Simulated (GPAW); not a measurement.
Band structure of BaZrO3 (Pm-3m, 5 atoms in the cell).

```
BaZrO3
1.0
    4.19000     0.00000     0.00000
    0.00000     4.19000     0.00000
    0.00000     0.00000     4.19000
Ba Zr O
1 1 3
Cartesian
  0.00000   0.00000   0.00000
  2.09500   2.09500   2.09500
  2.09500   0.00000   2.09500
  0.00000   2.09500   2.09500
  2.09500   2.09500   0.00000
```

Method: PBE, GPAW PAW datasets PBE (gpaw-data 1.0.1) (plane waves; GPAW).

Settings: mode = pw; ecut = 900 eV; xc = PBE; kpts = 8 8 8; mesh shift (steps) = 0 0 0; occupations.name = fermi-dirac; occupations.width = 0.02 eV; nbands = -8; convergence.bands = -6; symmetry.symmorphic = false; symmetry.tolerance = 0.0005; maxiter = 150; bandpath_npoints = 40.

The starting cell has typed, rounded lattice constants, without a prior relaxation at this level.

Question: Predict the gap along the standard path and the places of the band edges.

Answer: The gap along the path is 3.20 eV, from R to Γ; the smallest direct gap on it is 3.42 eV.

Levels in eV from the top of the valence band on the SCF mesh, bands 17 to 24:
```
point     17     18     19     20    21    22    23    24
-----  -----  -----  -----  -----  ----  ----  ----  ----
Γ      -0.99  -0.22  -0.22  -0.22  3.20  3.20  3.20  4.69
X      -1.73  -1.67  -0.45  -0.45  3.63  5.72  5.72  6.47
M      -0.92  -0.92  -0.78  -0.07  5.69  5.69  6.48  6.53
R      -2.52   0.00   0.00   0.00  6.02  6.02  6.02  7.01
```
